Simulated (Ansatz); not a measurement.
Abridged Ansatz (a first-principles code) output:

```
Pseudopotential: P, paw, valence charge 5
Pseudopotential: In, paw, valence charge 13
Crystal: 2 atoms, lattice volume = 50.789 Å³
Basis set: ecut = 420 eV, 965 PW (Γ), exchange–correlation on 60×60×60 points (8 copies of the dense FFT grid, shifted against one another)
Bands: 13, of which v1, the nominal top of the filled ones, is band 9 counted from 1 (8 counted from 0)
Symmetry: 24 space group operations
k-points: 47 of 1000 (time reversal used)
Functional: x = pbesol(κ = 0.804, μ = 0.12345679012345678), c = pbesol(β = 0.046)
SCF iter   1: F=—  HF=-6266.143221 eV  |F-HF|=—  |Δ(HF+E_count)|=         —  Δρ=3.25e-2  dr2=7.42e-1  ethr=3.10e-3  ⟨swp⟩=6.3  Hψ=4224  notcnv=0
SCF iter   2: F=—  HF=-6265.943463 eV  |F-HF|=—  |Δ(HF+E_count)|=   2.00e-1  Δρ=1.53e-2  dr2=8.53e-2  ethr=3.10e-3  ⟨swp⟩=3.4  Hψ=1465  notcnv=0
SCF 1 converged in 8 iterations: F = -6265.927916 eV  dr2 = 1.32e-10
SCF converged after 8 iterations
Free energy (F): -6265.927916 eV
Internal energy: -6265.927905 eV  (E = F + TS)
E sigma→0 (E₀):  -6265.927911 eV
Entropy (-TS):   -0.000011 eV (-0.006 meV/atom)
Fermi energy:    7.134966 eV
--- Forces (eV/Å), atoms counted from 1 ---
  atom   1  P      0.00000000     0.00000000    -0.00000000
  atom   2  In    -0.00000000     0.00000000     0.00000000
--- Stress (GPa, compression-positive) ---
        0.008294      -0.000000       0.000000
        0.000000       0.008294       0.000000
       -0.000000       0.000000       0.008294
  P = ⅓ Tr σ = 0.0083 GPa (0.083 kbar)
```

Task: What was computed, and what are the main results?

Result: InP, 2 atoms in the cell, with Ansatz, PBEsol, PAW, cutoff 420 eV, without spin-orbit coupling, earlier PAW set. The last SCF converged to F = -6265.927916 eV, or -3132.9640 eV per atom, at a pressure of 0.01 GPa. The total energy compares only with runs of the same code, potentials and settings.

No phonon test of stability was made. The cell was made from GaP by this change: Ga → In.
